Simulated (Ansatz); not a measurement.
# Functionals side by side, with their cost (level): Cs₂AgBiBr₆ (Fm-3m, 10 atoms in the cell)

Cell: a = 8.0430 Å, b = 8.0430 Å, c = 8.0430 Å, α = 60.00°, β = 60.00°, γ = 60.00°.

Program: Ansatz (a first-principles code), PAW files made with PBE; each row names its functional.

Base settings: basis.ecutwfc = 30.9 Ry; kpoints.mp_grid.grid = 2 2 2; hamiltonian.xc = hse06; hamiltonian.pseudopotentials = {kind: paw} (the program's default PAW files); scf.occupations.method = gaussian; scf.occupations.width = 0.0015 Ry.

Differences are taken from HSE06, a reference of convenience: it is no measurement, and no ranking of the functionals follows.

Core times come from one kind of shared machine and are given to one figure; runs under 30 s give none.

The starting cell comes from a database of computed structures (which also holds hypothetical and non-ambient phases and stackings), without a prior relaxation at this level. Its lattice was rescaled by a random factor within 2.5 % of one. Spin-orbit coupling is off. Ansatz's pressure includes its estimate of the finite-basis (Pulay) stress.

| level | gap on the mesh less reference (eV) | pressure less reference (GPa) | largest difference in the force on any atom (eV/Å) | core time / reference (rough) |
|---|---|---|---|---|
| PBE | -0.907 | 0.58 | 0.176 | – |
| PBE0 | 0.668 | -0.04 | 0.002 | 1 |
| HSE06 | 0.000 | 0.00 | 0.000 | 1 |

Keys are those of Ansatz 0.2.
